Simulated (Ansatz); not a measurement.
Reference: ZnSe (F-43m), PBEsol, rigid bands (plane waves, PAW, scalar-relativistic; Ansatz, a program for electronic structure); axes and stresses refer to this cell.

```xyz
2
Lattice="0.0000 2.8167 2.8167 2.8167 0.0000 2.8167 2.8167 2.8167 0.0000" Properties=species:S:1:pos:R:3 pbc="T T T"
Zn     0.0000     0.0000     0.0000
Se     4.2251     4.2251     4.2251
```

The electron conductivity mass is 0.102 mₑ and the band gap comes out as 1.24 eV. The hole conductivity mass is 0.63 mₑ.

### Question
Change: functional r2SCAN on the same cell. What happens to electron conductivity mass, band gap, hole conductivity mass?

### Answer
electron conductivity mass increases to 0.136 mₑ; band gap grows to 1.94 eV; hole conductivity mass moves little, to 0.65 mₑ.

Masses are for dilute carriers at 300 K, harmonic means over directions unless an axis is named. Spin-orbit coupling is left out unless a row names it; without it hole values are far off for these elements.
